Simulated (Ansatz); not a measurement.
Reference: monolayer As, PBE, rigid bands (plane waves, PAW, scalar-relativistic; Ansatz, a program for electronic structure); axes and stresses refer to this cell.

```xyz
2
Lattice="3.6051 0.0000 0.0000 -1.8025 3.1221 0.0000 0.0000 0.0000 17.2731" Properties=species:S:1:pos:R:3 pbc="T T T"
As     1.8025     1.0407     9.3321
As     0.0000     2.0814     7.9411
```

The hole conductivity mass is 0.29 mₑ and the electron conductivity mass comes out as 0.23 mₑ. The band gap comes out as 1.62 eV.

```json
[
 {"Change": "biaxial strain +3 % with spin-orbit coupling", "hole conductivity mass": "2.9 mₑ", "electron conductivity mass": "0.095 mₑ", "band gap": "…"},
 {"Change": "biaxial strain +5 % with spin-orbit coupling", "hole conductivity mass": "4.4 mₑ", "electron conductivity mass": "…", "band gap": "1.17 eV"},
 {"Change": "biaxial strain -1 % with spin-orbit coupling", "hole conductivity mass": "0.178 mₑ", "electron conductivity mass": "…", "band gap": "1.39 eV"}
]
```

Problem. Some entries are withheld; supply them.

Solution. 
- biaxial strain +3 % with spin-orbit coupling, band gap: 1.57 eV
- biaxial strain +5 % with spin-orbit coupling, electron conductivity mass: 0.092 mₑ
- biaxial strain -1 % with spin-orbit coupling, electron conductivity mass: 0.23 mₑ

Masses are for dilute carriers at 300 K, harmonic means over directions unless an axis is named. Spin-orbit coupling is left out unless a row names it; without it hole values are far off for these elements. The structure type is held under load, also where the real crystal would transform.
